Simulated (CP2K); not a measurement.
Input and output of a self-consistent single point for CrBW (Fmmm, 6 atoms in the cell) (CP2K)

Method of the run: LDA (Pade form), GPW, DZVP-MOLOPT-SR-GTH basis, GTH-PADE potentials (GTH_POTENTIALS) in CP2K.

The input file:

```
&GLOBAL
  PROJECT run
  RUN_TYPE ENERGY_FORCE
  PRINT_LEVEL MEDIUM
&END GLOBAL
&FORCE_EVAL
  METHOD Quickstep
  STRESS_TENSOR ANALYTICAL
  &DFT
    BASIS_SET_FILE_NAME BASIS_MOLOPT
    POTENTIAL_FILE_NAME GTH_POTENTIALS
    &QS
      METHOD GPW
      EPS_DEFAULT 1E-10
    &END QS
    &MGRID
      CUTOFF 600
      REL_CUTOFF 40
      NGRIDS 5
    &END MGRID
    &SCF
      SCF_GUESS ATOMIC
      EPS_SCF 1E-6
      MAX_SCF 100
      ADDED_MOS 11
      &DIAGONALIZATION
        ALGORITHM STANDARD
      &END DIAGONALIZATION
      &MIXING
        METHOD BROYDEN_MIXING
        ALPHA 0.2
        NBUFFER 10
        BETA 1.5
      &END MIXING
      &SMEAR ON
        METHOD FERMI_DIRAC
        ELECTRONIC_TEMPERATURE [K] 1160.45
      &END SMEAR
    &END SCF
    &KPOINTS
      SCHEME MONKHORST-PACK 6 6 6
      GAMMA_CENTERED T
    &END KPOINTS
    &XC
      &XC_FUNCTIONAL PADE
      &END XC_FUNCTIONAL
    &END XC
    &PRINT
      &MO
        EIGENVALUES T
        OCCUPATION_NUMBERS T
        NDIGITS 8
        FILENAME mo
        &EACH
          QS_SCF 0
        &END EACH
        ADD_LAST NUMERIC
      &END MO
      &MULLIKEN ON
      &END MULLIKEN
    &END PRINT
  &END DFT
  &SUBSYS
    &CELL
      A 5.40024500 0.00000000 0.00000000
      B 2.73718800 3.54163400 0.00000000
      C 2.66305700 -0.57470800 3.49469300
      PERIODIC XYZ
    &END CELL
    &COORD
      SCALED
      Cr       0.32893000     0.67107000     0.32893000
      Cr       0.67107000     0.32893000     0.67107000
      B        0.75000000     0.75000000     0.75000000
      B        0.25000000     0.25000000     0.25000000
      W        0.16570000     0.16570000     0.83430000
      W        0.83430000     0.83430000     0.16570000
    &END COORD
    &KIND Cr
      BASIS_SET DZVP-MOLOPT-SR-GTH-q14
      POTENTIAL GTH-PADE-q14
    &END KIND
    &KIND B
      BASIS_SET DZVP-MOLOPT-SR-GTH-q3
      POTENTIAL GTH-PADE-q3
    &END KIND
    &KIND W
      BASIS_SET DZVP-MOLOPT-SR-GTH-q14
      POTENTIAL GTH-PADE-q14
    &END KIND
  &END SUBSYS
  &PRINT
    &FORCES ON
    &END FORCES
    &STRESS_TENSOR ON
    &END STRESS_TENSOR
  &END PRINT
&END FORCE_EVAL
```

The program printed (abridged):

```
 GLOBAL| Method name                                                        CP2K
 GLOBAL| Project name                                                        run
 GLOBAL| Run type                                                   ENERGY_FORCE

 CELL| Volume [angstrom^3]:                                            66.838420
 CELL| Vector a [angstrom]:       5.400     0.000     0.000   |a| =     5.400245
 CELL| Vector b [angstrom]:       2.737     3.542     0.000   |b| =     4.476089
 CELL| Vector c [angstrom]:       2.663    -0.575     3.495   |c| =     4.431144
 CELL| Angle (b,c), alpha [degree]:                                    74.639576
 CELL| Angle (a,c), beta  [degree]:                                    53.059433
 CELL| Angle (a,b), gamma [degree]:                                    52.300991
 CELL| Numerically orthorhombic:                                              NO
 CELL| Periodicity                                                           XYZ

 DFT| Spin restricted Kohn-Sham (RKS) calculation                            RKS
 DFT| Multiplicity                                                             1
 DFT| Number of spin states                                                    1
 DFT| Charge                                                                   0
 DFT| XC density smoothing                                                  NONE
 DFT| XC derivatives                                                          PW

 QS| Method:                                                                 GPW
 QS| Density plane wave grid type                        NON-SPHERICAL FULLSPACE
 QS| Number of grid levels:                                                    5
 QS| Density cutoff [a.u.]:                                                300.0
 QS| Multi grid cutoff [a.u.]: 1) grid level                               300.0
   [... lines left out ...]
 BRILLOUIN| Wavefunction type                                            COMPLEX
 BRILLOUIN| List of Kpoints [2 Pi/Bohr]                                      112
 BRILLOUIN| Number           Weight            X              Y              Z
 BRILLOUIN|     1           0.00926       -0.33333       -0.33333       -0.33333
 BRILLOUIN|     2           0.00926       -0.33333       -0.33333       -0.16667
 BRILLOUIN|     3           0.00926       -0.33333       -0.33333        0.00000
   [... 109 lines left out ...]
 *******************************************************************************

 Extrapolation method: initial_guess

 Re-scaling the density matrix to get the right number of electrons
                  # Electrons              Trace(P)               Scaling factor
                           62                62.000                        1.000

 Number of electrons:                                                         62
 Number of occupied orbitals:                                                 31
 Number of molecular orbitals:                                                42

 Number of orbital functions:                                                130
 Number of independent orbital functions:                                    130
 SCF WAVEFUNCTION OPTIMIZATION

  Step     Update method      Time    Convergence         Total energy    Change
     1 NoMix/Diag. 0.20E+00      -     5.52594251      -317.6766739125 -3.18E+02
     2 Broy./Diag. 0.20E+00      -     0.29960367      -328.0167847419 -1.03E+01
     3 Broy./Diag. 0.20E+00      -     0.20767474      -320.5339488091  7.48E+00
     4 Broy./Diag. 0.20E+00      -     0.12593454      -315.8253791151  4.71E+00
     5 Broy./Diag. 0.20E+00      -     0.09418773      -318.2997789522 -2.47E+00
     6 Broy./Diag. 0.20E+00      -     0.00966319      -315.8664243132  2.43E+00
     7 Broy./Diag. 0.20E+00      -     0.02308270      -316.1685851992 -3.02E-01
   [... 6 lines left out ...]
    14 Broy./Diag. 0.20E+00      -     0.00001933      -316.0382072726 -3.01E-04
    15 Broy./Diag. 0.20E+00      -     0.00000309      -316.0382083285 -1.06E-06
    16 Broy./Diag. 0.20E+00      -     0.00000191      -316.0382993101 -9.10E-05
    17 Broy./Diag. 0.20E+00      -     0.00000106      -316.0383108722 -1.16E-05
    18 Broy./Diag. 0.20E+00      -     0.00000051      -316.0383130555 -2.18E-06
  *** SCF run converged in    18 steps ***

  Electronic density on regular grids:        -61.9999999905        0.0000000095
  Core density on regular grids:               61.9999999950       -0.0000000050
  Total charge density on r-space grids:        0.0000000046
  Total charge density g-space grids:           0.0000000046

  Overlap energy of the core charge distribution:               0.00000004071039
  Self energy of the core charge distribution:               -515.34960174875653
  Core Hamiltonian energy:                                    129.94277733899912
  Hartree energy:                                             106.64040465349269
  Exchange-correlation energy:                                -37.26585793056142
  Electronic entropic energy:                                  -0.00603540819643
  Fermi energy:                                                 0.53662131817917

  Total energy:                                              -316.03831305545287
  Total energy (extrapolated to T->0):                       -316.03529535135465

                     Mulliken Population Analysis

 #  Atom  Element  Kind  Atomic population                           Net charge
       1     Cr       1         14.083413                             -0.083413
       2     Cr       1         14.083414                             -0.083414
       3     B        2          3.218411                             -0.218411
       4     B        2          3.218411                             -0.218411
       5     W        3         13.698176                              0.301824
       6     W        3         13.698176                              0.301824
 # Total charge                             62.000000                 -0.000000

 ENERGY| Total FORCE_EVAL ( QS ) energy [hartree]           -316.038312066495223

 FORCES| Atomic forces [hartree/bohr]
 FORCES|   Atom     x               y               z               |f|
 FORCES|      1 -3.88798575E-03  3.00332520E-03 -2.54929762E-03   5.53491769E-03
 FORCES|      2  3.88798855E-03 -3.00332510E-03  2.54929240E-03   5.53491720E-03
 FORCES|      3 -1.60159255E-06  9.49038254E-07 -1.24846286E-06   2.24152444E-06
 FORCES|      4  1.60088965E-06 -9.39868481E-07  1.25589258E-06   2.24130913E-06
 FORCES|      5  7.84049792E-03  5.89497706E-03 -5.00461852E-03   1.10122826E-02
 FORCES|      6 -7.84050002E-03 -5.89498633E-03  5.00461630E-03   1.10122881E-02
 FORCES| Sum    -2.33363676E-13 -2.50959843E-13  7.75490783E-14
 FORCES| Total atomic force                                       3.51359229E-13

 STRESS| Analytical stress tensor [bar]
 STRESS|                        x                   y                   z
 STRESS|      x       -3.27363057728E+05   2.59343664418E+04  -2.20688179731E+04
 STRESS|      y        2.59343664418E+04  -3.16613721852E+05   1.37767066961E+04
 STRESS|      z       -2.20688179731E+04   1.37767066961E+04  -3.12074466189E+05
 STRESS| 1/3 Trace                                            -3.18683748590E+05
```

The run converged in 18 iterations.

The starting cell comes from a database of computed structures (which also holds hypothetical and non-ambient phases and stackings), without a prior relaxation at this level. Spin polarisation is off. Values carry the incompleteness of an atom-centred basis. With a pressure of about -32 GPa the cell is away from its equilibrium volume at this level.

Cost on one core of a shared machine: roughly 2 min.
